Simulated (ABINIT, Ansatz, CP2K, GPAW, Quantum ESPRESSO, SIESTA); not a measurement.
# One structure in several programs: Sn (Fd-3m, 2 atoms in the cell)

Self-consistent single point.

```
CELL_PARAMETERS angstrom
      0.00000     3.24450     3.24450
      3.24450     0.00000     3.24450
      3.24450     3.24450     0.00000
ATOMIC_POSITIONS crystal
  Sn 0.00000 0.00000 0.00000
  Sn 0.25000 0.25000 0.25000
```

All programs got the same cell, k-point mesh and kind of occupations (in Ansatz's words: kpoints.mp_grid.grid = 9 9 9; scf.occupations.method = fermi_dirac; scf.occupations.width = 0.05 eV); potentials, basis and cutoffs are each program's usual ones.

```json
[
 {"code": "ABINIT", "model": "PBE, norm-conserving pseudopotentials (PseudoDojo nc-sr-05 PBE standard)", "pressure (GPa)": "3.25", "k-points": "35", "cutoff": "36 Ha"},
 {"code": "CP2K", "model": "PBE, GPW, DZVP-MOLOPT-SR-GTH basis, GTH-PBE potentials (GTH_POTENTIALS)", "pressure (GPa)": "3.59", "k-points": "365", "cutoff": "grid 400 Ry"},
 {"code": "SIESTA", "model": "GGA PBE, numerical atomic orbitals DZP, PseudoDojo PBE standard norm-conserving potentials (rewritten from UPF to PSML)", "pressure (GPa)": "3.53", "k-points": "365", "cutoff": "grid 350 Ry"},
 {"code": "Quantum ESPRESSO", "model": "PBE, GBRV 1.5 ultrasoft (PBE) pseudopotentials", "pressure (GPa)": "3.12", "k-points": "35", "cutoff": "40 Ry"},
 {"code": "GPAW", "model": "PBE, GPAW PAW datasets PBE (gpaw-data 1.0.1)", "pressure (GPa)": "2.97", "k-points": "35", "cutoff": "600 eV"},
 {"code": "Ansatz", "model": "PBE, default PAW files", "pressure (GPa)": "3.23", "k-points": "35", "cutoff": "default"}
]
```

The spread over the programs that give each value: pressure within 0.62 GPa.

The starting cell has typed, rounded lattice constants, without a prior relaxation at this level. On Ansatz's run: In the base run, with a pressure of about 3 GPa the cell is away from its equilibrium volume at this level.

Task: Why do the programs differ, and what cannot be compared?

Result: Differences of this kind can come from the potentials, where these differ, and from what each basis and cutoff leave unconverged. The valence holds different numbers of electrons (ABINIT 28, CP2K 8, SIESTA 28, Quantum ESPRESSO 28, GPAW 28, Ansatz (a program for electronic structure) 28). The zero of total energies and Fermi levels follows the potentials and each program's conventions, so they are not compared here. CP2K and SIESTA use small atom-centred bases, whose incompleteness enters pressures, forces and empty levels differently from a plane-wave cutoff. Ansatz's pressure is given at a fixed set of plane waves, as the other plane-wave codes print theirs. The programs reduce the same mesh by symmetry to different extents, which changes the work and not the result.

Left out of this page: Elk and FLEUR (not drawn, or without a comparable value).

Keys are those of Ansatz 0.2.
